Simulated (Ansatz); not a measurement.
An armchair MoS2 nanoribbon, N = 11, bare edges, relaxed period 5.487 Å, atoms relaxed at each strain.

```
strain  energy (meV a period)  axial force (nN)
------  ---------------------  ----------------
-0.015                  +71.0             -2.80
+0.015                  +67.4             +2.60
```

These are PBE (plane waves to 420 eV, PAW; Ansatz, a first-principles code) values and carry that method's errors. Mesh 1×1×6. No spin polarisation, so a magnetic state wasn't tested. Periodic along z alone, with about 11 Å of vacuum beside it. An idealised model, cut from the flat sheet. Only distortions within the start's symmetry and period were free. Values not marked SOC lack spin–orbit coupling. Buckling under compression is shut out by symmetry and the short period. Energies are free energies at a Fermi–Dirac width of 0.02 eV, from the unstrained cell.

### Question
Work out the axial stiffness dF/dε in two ways.

### Answer
From the forces: (+2.60 − (-2.80))/0.030 = 180 nN. From the energies: (E₊ + E₋)/(ε² c) = 0.1384 eV/(0.015² × 5.487 Å) = 112.1 eV/Å = 180 nN. The two agree to within 1 %.
